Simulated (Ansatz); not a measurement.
The cell is made up: elements placed on another compound's structure type, so the phase may be hypothetical.

The decay constant κ of evanescent states in the gap governs leakage through a thin film.

Input:

```
CELL_PARAMETERS angstrom
      7.01617     0.00000     0.00000
      0.00000     9.92236     0.00000
      0.00000     4.96118     4.96118
ATOMIC_POSITIONS crystal
  Ga 0.50000 0.75000 0.25000
  Ga 0.00000 0.50000 0.75000
  Ga 0.00000 0.50000 0.25000
  Ga 0.50000 0.25000 0.75000
  Ga 0.25000 0.00000 0.50000
  Ga 0.75000 0.00000 0.50000
  As 0.00000 0.75000 0.75000
  As 0.50000 0.00000 0.25000
  As 0.50000 0.00000 0.75000
  As 0.00000 0.25000 0.25000
  As 0.25000 0.50000 0.50000
  As 0.75000 0.50000 0.50000
```

Space group of this cell: Pm-3n. The cell was relaxed by PBE-D3(BJ); by r2SCAN its mean pressure is -0.6 GPa.

Transport runs along the normal of the first two printed cell vectors.

The gap is the functional's own, uncorrected, and κ follows it; spin-orbit coupling is left out. Mid-gap values are interpolated between the computed energies.

### Question
State the band gap and the smallest decay constant κ at mid-gap according to r2SCAN (Ansatz, an electronic-structure program).

### Answer
Gap 0.69 eV on a 6×6×6 mesh; κ = 0.043 1/Å, at the zone centre.
